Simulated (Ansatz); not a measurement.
An Ansatz (a first-principles code) run: ScAl3 with a change (strain tensor (xx, yy, zz, yz, xz, xy) = (−0.58, +0.94, +2.93, +0.63, +0.87, −1.65) %); r2SCAN (Ansatz, PAW, spin-orbit coupling left out), earlier PAW set.

Input:

Ansatz 0.2 input:
```yaml
crystal:
  lattice:
    - [4.0632502386, -0.0674347505, 0.0353521571]
    - [-0.0674347505, 4.1253719482, 0.0255434661]
    - [0.0353521571, 0.0255434661, 4.2067023442]
  atoms:
    - { symbol: Al, position: [0, 0.5, 0.5] }
    - { symbol: Al, position: [0.5, 0.5, 0] }
    - { symbol: Al, position: [0.5, 0, 0.5] }
    - { symbol: Sc, position: [0, 0, 0] }
basis: { ecutwfc: 500, ecutrho_ratio: 4, xc_grid: 4, fft_grid_basis: typed }
kpoints: { mp_grid: { grid: [14, 14, 14] } }
hamiltonian:
  xc: r2scan
  dispersion: none
  pseudopotentials: { azcp: { folder: ./paw }, kind: paw }
scf: { occupations: { method: fermi_dirac, width: 0.1 }, convergence: { dr2_threshold: 0.0000000004 } }
relax: { f_tol: 0.005, max_steps: 50 }
output: { forces: true, stress: true }
checkpoint: { write: state.ck, write_every: 1000 }
```

Output (explanatory and most iteration lines left out):

```
Relaxation: its limit of steps is 50 (relax.max_steps)
Pseudopotential: Al, paw, valence charge 3
Pseudopotential: Sc, paw, valence charge 11
Crystal: 4 atoms, lattice volume = 70.487 Å³
Basis set: ecut = 500 eV, 1801 PW (Γ), exchange–correlation on 120×128×128 points (64 copies of the dense FFT grid, shifted against one another)
Bands: 14, of which v1, the nominal top of the filled ones, is band 10 counted from 1 (9 counted from 0)
Symmetry: 2 space group operations
Space group: P-1 (ITA 2), of the structure as read, at distance tolerance 4.1e-5 Å
k-points: 1376 of 2744
Functional: x = r2scan, c = r2scan; τ floored in thin density (d = 2e-4 eV/Å³)
SCF iter   1: F=—  HF=-3763.717428 eV  |F-HF|=—  |Δ(HF+E_count)|=         —  Δρ=2.56e-2  dr2=7.17e-1  dr2_τ=2.40e-2  ethr=3.10e-3  ⟨swp⟩=5.5  Hψ=109178  notcnv=0
SCF iter   2: F=—  HF=-3763.754527 eV  |F-HF|=—  |Δ(HF+E_count)|=   3.71e-2  Δρ=1.76e-2  dr2=3.03e-1  dr2_τ=1.36e-3  ethr=3.10e-3  ⟨swp⟩=2.0  Hψ=34554  notcnv=0
SCF 1 converged in 10 iterations: F = -3763.711431 eV  dr2 = 1.55e-11
relax step   1: F+E_penalty+E_count = -3763.71143126 eV  Δ(F+E_penalty+E_count) = +0.000e0 eV  max|allowed force component| = 0.000e0 eV/Å  Δτ_max = 0.0000 Å  (10 SCF iters, accepted)
Crystal: 4 atoms, lattice volume = 70.487 Å³
SCF iter   1: F=—  HF=-3763.711431 eV  |F-HF|=—  |Δ(HF+E_count)|=         —  Δρ=1.49e-7  dr2=1.56e-11  dr2_τ=3.69e-13  ethr=1.00e-12  ⟨swp⟩=1.0  Hψ=112003  notcnv=0
SCF iter   2: F=-3763.711431 eV  HF=-3763.711431 eV  |F-HF|=2.73e-12  |Δ(HF+E_count)|=  4.09e-12  Δρ=8.51e-8  dr2=4.78e-12  dr2_τ=7.89e-14  ethr=1.00e-12  ⟨swp⟩=3.0  Hψ=45051  notcnv=0
SCF 2 converged in 2 iterations: F = -3763.711431 eV  dr2 = 4.78e-12
SCF converged after 2 iterations
Free energy (F): -3763.711431 eV
Internal energy: -3763.669078 eV  (E = F + TS)
E sigma→0 (E₀):  -3763.690255 eV
Entropy (-TS):   -0.042353 eV (-10.588 meV/atom)
Fermi energy:    8.894654 eV
--- Forces (eV/Å), atoms counted from 1 ---
  atom   1  Al     0.00000000     0.00000000     0.00000000
  atom   2  Al     0.00000000     0.00000000     0.00000000
  atom   3  Al     0.00000000     0.00000000     0.00000000
  atom   4  Sc     0.00000000     0.00000000     0.00000000
--- Stress (GPa, compression-positive) ---
       -0.174088       2.610180      -1.201407
        2.610180      -2.258084      -0.781127
       -1.201407      -0.781127      -5.345200
  P = ⅓ Tr σ = -2.5925 GPa (-25.925 kbar)
--- Relaxed structure (1 steps of the walk, 1 accepted, 0 SCFs on fresh bases) ---
  atoms:
    - { symbol: Al, position: [-1.734723475976807e-18, 0.5000000000000001, 0.5000000000000001] }
    - { symbol: Al, position: [0.5000000000000001, 0.5, 0.0] }
    - { symbol: Al, position: [0.5, -2.168404344971009e-18, 0.5000000000000001] }
    - { symbol: Sc, position: [0.0, 0.0, 0.0] }
```

No phonon test of stability was made. All final runs are without spin polarisation. The cell was made from ScAl3 in the Cu3Au type structure (space group Pm-3m, No. 221) by this change: strain tensor (xx, yy, zz, yz, xz, xy) = (−0.58, +0.94, +2.93, +0.63, +0.87, −1.65) %.
